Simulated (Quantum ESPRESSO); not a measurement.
## Short convergence ladders for BaGaGeH (P3m1, 4 atoms in the cell)

```xyz
4
Lattice="4.3999 0.0000 0.0000 -2.2000 3.8105 0.0000 0.0000 0.0000 5.2959" Properties=species:S:1:pos:R:3 pbc="T T T"
Ba     0.0000     2.5403     0.0501
Ga     0.0000     0.0000     2.9156
Ge     2.2000     1.2701     2.3639
H      0.0000     0.0000     4.6762
```

Base method: PBEsol, GBRV 1.5 ultrasoft (PBESOL) pseudopotentials (plane waves; Quantum ESPRESSO).

Base settings: ecutwfc = 50 Ry; ecutrho = 250 Ry; occupations = smearing; smearing = gaussian; degauss = 0.0099958 Ry; K_POINTS = automatic 3 3 2 0 0 0; conv_thr = 1e-10 Ry; mixing_beta = 0.3.

The count of work is k-points × plane waves × bands × iterations; it is no time. 

**The plane-wave cutoff**

Moved along: ecutrho.

The mesh stays at the base's, so the ladder's end is converged at best in this setting alone.

Only quantities that move along the ladder and can be compared are tabulated.

| ecutwfc | free energy less the last step's (meV/atom) | pressure (GPa) | largest difference of a force vector from the last step's (eV/Å) | count of work / last |
|---|---|---|---|---|
| 17.5 Ry | 11642.69 | -354.71 | 0.302 | 0.062 |
| 22 Ry | 2294.61 | -92.56 | 0.021 | 0.073 |
| 28 Ry | 223.39 | -14.68 | 0.002 | 0.10 |
| 35 Ry | 32.68 | -2.95 | 0.001 | 0.16 |
| 50 Ry | 14.56 | -2.62 | 0.000 | 0.27 |
| 120 Ry | 0.00 | -2.56 | 0.000 | 1.0 |

Coarsest ecutwfc that holds the pressure within 0.2 GPa of the last step, with all finer ones: 50 Ry, at 0.27 of the last step's count of work; the step before is off by 0.39 GPa.

Coarsest ecutwfc that holds the free energy within 5 meV/atom: not settled: the last two steps still differ by 15 meV/atom, over half the tolerance, so the ladder does not show it.

Coarsest ecutwfc that holds the forces within 0.005 eV/Å of the last step, with all finer ones: 28 Ry, at 0.10 of the last step's count of work; the step before is off by 0.021 eV/Å.

At the lowest cutoff the pressure lies 352 GPa under the last step's, the usual sign of Pulay stress in an incomplete plane-wave basis.

**The cutoff for other potential files**

Level: DFT, PBEsol, plane waves, PseudoDojo standard norm-conserving (PBESOL) pseudopotentials.

In this ladder: ecutrho = default; pseudopotentials = {Ba: Ba.upf, Ga: Ga.upf, Ge: Ge.upf, H: H.upf}.

The second cell is the first with its lattice scaled by 0.98.

The mesh stays at the base's, so the ladder's end is converged at best in this setting alone.

Only quantities that move along the ladder and can be compared are tabulated.

| ecutwfc | free energy less the last step's (meV/atom) | energy of the compressed cell less the first (meV/atom) | pressure (GPa) | largest difference of a force vector from the last step's (eV/Å) | count of work / last |
|---|---|---|---|---|---|
| 36 Ry | 29862.10 | -36.20 | -693.87 | 0.037 | 0.13 |
| 44 Ry | 8839.87 | -14.99 | -323.95 | 0.008 | 0.17 |
| 56 Ry | 750.05 | -6.16 | -51.97 | 0.015 | 0.23 |
| 80 Ry | 0.68 | -14.31 | -2.69 | 0.001 | 0.35 |
| 160 Ry | 0.00 | -14.35 | -2.68 | 0.000 | 1.0 |

Coarsest ecutwfc that holds the free energy within 2 meV/atom of the last step, with all finer ones: 80 Ry, at 0.35 of the last step's count of work; the step before is off by 750 meV/atom.

Coarsest ecutwfc that holds the forces within 0.005 eV/Å of the last step, with all finer ones: 80 Ry, at 0.35 of the last step's count of work; the step before is off by 0.015 eV/Å.

Coarsest ecutwfc that holds the pressure within 0.1 GPa of the last step, with all finer ones: 80 Ry, at 0.35 of the last step's count of work; the step before is off by 49 GPa.

At the lowest cutoff the pressure lies 691 GPa under the last step's, the usual sign of Pulay stress in an incomplete plane-wave basis.

On the base run: the starting cell comes from a database of computed structures (which also holds hypothetical and non-ambient phases and stackings), without a prior relaxation at this level. Its lattice was rescaled by up to half a per cent. One atom was moved a little off its site on purpose. Without a gap this mesh is coarse (it stands for a supercell whose shortest vector is 11 Å).
